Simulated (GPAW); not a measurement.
A self-consistent single point of CaTiS2 (P-3m1, 4 atoms in the cell) with GPAW

Computed with PBEsol, GPAW PAW datasets PBEsol (made by gpaw-setup) (plane waves; GPAW).

Input:

```python
from ase import Atoms
from ase.units import GPa
from gpaw import GPAW, PW, FermiDirac

atoms = Atoms(['Ca', 'Ti', 'S', 'S'],
              cell=[[3.645140, 0.000000, 0.000000],
                    [-1.822570, 3.156784, 0.000000],
                    [0.000000, 0.000000, 6.541500]],
              scaled_positions=[[0.000000, 0.000000, 0.500000],
                                [0.000000, 0.000000, 0.000000],
                                [0.333333, 0.666667, 0.780340],
                                [0.666667, 0.333333, 0.219660]],
              pbc=True)

calc = GPAW(mode=PW(850),
            xc='PBEsol',
            kpts={'size': (7, 7, 4), 'gamma': True},
            occupations=FermiDirac(0.1),
            nbands=-12,
            convergence={'density': 1e-05, 'energy': 1e-05},
            symmetry={'symmorphic': False, 'tolerance': 0.0005},
            maxiter=100,
            txt='-')

atoms.calc = calc

energy = atoms.get_potential_energy()
print('Energy (eV):', round(energy, 6))
forces = atoms.get_forces()
print('Forces (eV/Ang):')
print(forces.round(5))
stress = atoms.get_stress()
print('Stress (GPa, Voigt):', (stress / GPa).round(4))
```

Output, abridged:

```
Input parameters:
  convergence: {density: 1e-05,
                energy: 1e-05}
  kpts: {gamma: True,
         size: (7, 7, 4)}
  maxiter: 100
  mode: {ecut: 850.0,
         name: pw}
  nbands: -12
  occupations: {fixmagmom: False,
                name: fermi-dirac,
                width: 0.1}
  symmetry: {symmorphic: False,
             tolerance: 0.0005}
  xc: PBEsol

species:
  Ca:
    name: Calcium
    Z: 20.0
    valence: 10
    core: 10
    charge: 0.0
    file: Ca.PBEsol.gz

    # Using partial waves for Ca as LCAO basis

  Ti:
    name: Titanium
    Z: 22.0
    valence: 12
    core: 10
    charge: 0.0
    file: Ti.PBEsol.gz

    # Using partial waves for Ti as LCAO basis

  S:
    name: Sulfur
    Z: 16.0
    valence: 6
    core: 10
    charge: 0.0
    file: S.PBEsol.gz

    # Using partial waves for S as LCAO basis

Reference energy: -63365.698887  # eV

Spin-paired calculation

Convergence criteria:
 Maximum [total energy] change in last 3 cyles: 1e-05 eV / valence electron
 Maximum integral of absolute [dens]ity change: 1e-05 electrons / valence electron
 Maximum integral of absolute [eigenst]ate change: 4e-08 eV^2 / valence electron
 Maximum number of scf [iter]ations: 100

Symmetries present (total): 12
Symmetries with fractional translations: 0
196 k-points: 7 x 7 x 4 Monkhorst-Pack grid + [0.000000,0.000000,1/8]
28 k-points in the irreducible part of the Brillouin zone
       k-points in crystal coordinates                weights
   0:     0.00000000    0.00000000    0.00000000          1/196
   1:     0.00000000    0.00000000    0.25000000          2/196
   2:     0.00000000    0.00000000    0.50000000          1/196
   [... 7 lines left out ...]
          ...
  27:     0.42857143    0.42857143    0.50000000          6/196

Wave functions: Plane wave expansion
  Cutoff energy: 850.000 eV
  Number of coefficients (min, max): 4202, 4256
  Pulay-stress correction: 0.000000 eV/Ang^3 (de/decut=0.000000)

Occupation numbers: Fermi-Dirac:
  width: 0.1000  # eV

Eigensolver

Densities:
  Coarse grid: 25*25*45 grid
  Fine grid: 50*50*90 grid
  Total Charge: 0.000000

Density mixing:
  Method: separate
  Backend: pulay
  Linear mixing parameter: 0.05
  old densities: 5
  Damping of long wavelength oscillations: 50

Hamiltonian:
  XC and Coulomb potentials evaluated on a 50*50*90 grid
  External potential:
    NoExternalPotential

XC parameters: PBEsol with 2 nearest neighbor stencil

Number of atoms: 4
Number of atomic orbitals: 26
Number of bands in calculation: 29
Number of valence electrons: 34
Bands to converge: occupied

Density initialized from atomic densities
  26 bands from LCAO basis set
  3 bands from random numbers

Atomic positions and initial magnetic moments

Positions:
   0 Ca     0.000000    0.000000    3.270750    ( 0.0000,  0.0000,  0.0000)
   1 Ti     0.000000    0.000000    0.000000    ( 0.0000,  0.0000,  0.0000)
   2 S     -0.000002    2.104524    5.104594    ( 0.0000,  0.0000,  0.0000)
   3 S      1.822572    1.052260    1.436906    ( 0.0000,  0.0000,  0.0000)

Unit cell:
           periodic     x           y           z      points  spacing
  1. axis:    yes    3.645140    0.000000    0.000000    25     0.1263
  2. axis:    yes   -1.822570    3.156784    0.000000    25     0.1263
  3. axis:    yes    0.000000    0.000000    6.541500    45     0.1454

  Lengths:   3.645140   3.645140   6.541500
  Angles:   90.000000  90.000000 119.999999

Effective grid spacing dv^(1/3) = 0.1388

     iter     time        total  log10-change:
                         energy   eigst   dens
iter:   1 --:--:--   -24.665500
iter:   2 --:--:--   -24.892528   -0.38  -1.28
iter:   3 --:--:--   -24.775303   -1.63  -1.31
iter:   4 --:--:--   -24.767354   -1.99  -1.41
iter:   5 --:--:--   -24.751066   -2.23  -1.57
iter:   6 --:--:--   -24.730749   -2.58  -1.75
iter:   7 --:--:--   -24.713932   -3.05  -2.05
iter:   8 --:--:--   -24.712378   -3.39  -2.35
iter:   9 --:--:--   -24.709906   -3.71  -2.47
iter:  10 --:--:--   -24.709754   -4.82  -2.87
iter:  11 --:--:--   -24.709780c  -5.59  -3.19
iter:  12 --:--:--   -24.709747c  -6.08  -3.25
iter:  13 --:--:--   -24.709748c  -6.08  -3.39
iter:  14 --:--:--   -24.709727c  -6.62  -3.39
iter:  15 --:--:--   -24.709691c  -6.42  -3.41
iter:  16 --:--:--   -24.709696c  -7.13  -3.49
iter:  17 --:--:--   -24.709695c  -6.40  -3.52
iter:  18 --:--:--   -24.709693c  -7.44c -3.97
iter:  19 --:--:--   -24.709690c  -7.31  -4.05
iter:  20 --:--:--   -24.709692c  -7.61c -4.40
iter:  21 --:--:--   -24.709692c  -7.74c -4.48
iter:  22 --:--:--   -24.709692c  -8.55c -4.68
iter:  23 --:--:--   -24.709691c  -8.82c -4.74
iter:  24 --:--:--   -24.709690c  -9.22c -4.89
iter:  25 --:--:--   -24.709690c  -8.97c -4.96
iter:  26 --:--:--   -24.709690c  -9.78c -5.14c

Converged after 26 iterations.

Dipole moment: (0.000000, -0.000000, 0.000000) |e|*Ang

Energy contributions relative to reference atoms: (reference = -63365.698887)

Kinetic:        +19.406216
Potential:      -16.676047
External:        +0.000000
XC:             -26.916724
Entropy (-ST):   -0.077089
Local:           -0.484591
SIC:             +0.000000
--------------------------
Free energy:    -24.748234
Extrapolated:   -24.709690

Showing only first 2 kpts
 Kpt  Band  Eigenvalues  Occupancy
  0    15      5.96912    2.00000
  0    16      7.28144    1.99987
  0    17      8.08386    1.67745
  0    18      8.08389    1.67737

  1    15      5.71949    2.00000
  1    16      7.85942    1.96005
  1    17      8.14955    1.45892
  1    18      8.14959    1.45878

Fermi level: 8.24874

No gap
No difference between direct/indirect transitions
Energy (eV): -24.70969

Forces in eV/Ang:
  0 Ca    0.00000    0.00000    0.00000
  1 Ti   -0.00000    0.00000    0.00000
  2 S     0.00000   -0.00000    0.07968
  3 S     0.00000    0.00000   -0.07968

Stress tensor:
     0.020550     0.000000     0.000000
     0.000000     0.020550    -0.000000
     0.000000     0.000000     0.016827
Stress (GPa, Voigt): [ 3.2924  3.2924  2.696  -0.      0.      0.    ]
```

The run converged in 26 iterations. GPAW prints stress with tension positive.

The starting cell comes from a database of computed structures (which also holds hypothetical and non-ambient phases and stackings), without a prior relaxation at this level. Spin polarisation is off, so a magnetic state, if there is one, cannot be reached. With a pressure of about -3 GPa the cell is away from its equilibrium volume at this level.

Cost on one core of a shared machine: roughly 60 s.
